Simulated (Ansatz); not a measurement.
The parent structure is CsPbBr$_{3}$ in the cubic perovskite structure (space group Pm-3m, No. 221; a = 5.7702 Å). Axes: x, y, z lie along the cube axes.

One thing is altered: tensile biaxial strain of 0.60 % in the plane normal to [001], as in epitaxy on a mismatched substrate; the out-of-plane cell vector and the atoms relax.

Method: LDA (Ansatz, a program for electronic structure), scalar-relativistic without spin-orbit coupling.

**Question.** Give the band edges at the high-symmetry points of the new zone, measured from its valence-band maximum.

**Answer.** 
```
point  valence edge (eV)  conduction edge (eV)
-----  -----------------  --------------------
Γ                  -2.28                  2.48
X                  -1.58                  2.37
M                  -0.80                  1.83
Z                  -1.52                  2.39
R                  -0.75                  1.81
A                   0.00                  1.19
```

The gap is 1.19 eV, direct at A.

With Pb present, leaving out spin-orbit coupling can change the band edges. No phonon test of stability was made. Many cubic perovskites are stable only at high temperature; tilts and polar distortions were not tested. This is not the structure that CsPbBr3 has at room temperature and ambient pressure. Labels are those of the standard path for the cell's own space group.
